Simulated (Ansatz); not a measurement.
**A computed series for CuAu: response to strain**

The reference is CuAu (space group P4/mmm, No. 123; a = 2.869 Å, c = 3.645 Å; relaxed with 0.1 eV smearing). Axes: x, y, z lie along a, b, c of the conventional cell.

Strains are applied to the cell and any free atomic positions relax.

Method: Ansatz (an electronic-structure program) PBE, no spin-orbit coupling.

Notes on the quantities. pressure: mean of the normal stresses, compression positive.

```json
[
 {"case": "base", "pressure": "0.0 GPa", "shortest interatomic distance": "2.727 Å"},
 {"case": "uniaxial strain ε_zz = −3.00 %", "pressure": "[?]", "shortest interatomic distance": "[?]"},
 {"case": "uniaxial strain ε_zz = −2.50 %", "pressure": "3.8 GPa", "shortest interatomic distance": "2.697 Å"},
 {"case": "uniaxial strain ε_zz = −1.50 %", "pressure": "2.2 GPa", "shortest interatomic distance": "2.709 Å"},
 {"case": "uniaxial strain ε_zz = −1.00 %", "pressure": "1.4 GPa", "shortest interatomic distance": "2.715 Å"},
 {"case": "uniaxial strain ε_zz = −0.50 %", "pressure": "0.7 GPa", "shortest interatomic distance": "2.721 Å"},
 {"case": "uniaxial strain ε_zz = +0.50 %", "pressure": "-0.7 GPa", "shortest interatomic distance": "2.733 Å"},
 {"case": "uniaxial strain ε_zz = +1.00 %", "pressure": "-1.3 GPa", "shortest interatomic distance": "2.740 Å"},
 {"case": "uniaxial strain ε_zz = +2.50 %", "pressure": "-3.2 GPa", "shortest interatomic distance": "2.758 Å"},
 {"case": "uniaxial strain ε_zz = +3.00 %", "pressure": "-3.8 GPa", "shortest interatomic distance": "2.764 Å"}
]
```

Problem. Some entries are withheld; estimate them.

Solution. 
- uniaxial strain ε_zz = −3.00 %, pressure: 4.6 GPa
- uniaxial strain ε_zz = −3.00 %, shortest interatomic distance: 2.691 Å

Whether these cells are dynamically stable was not tested. All final runs are without spin polarisation.
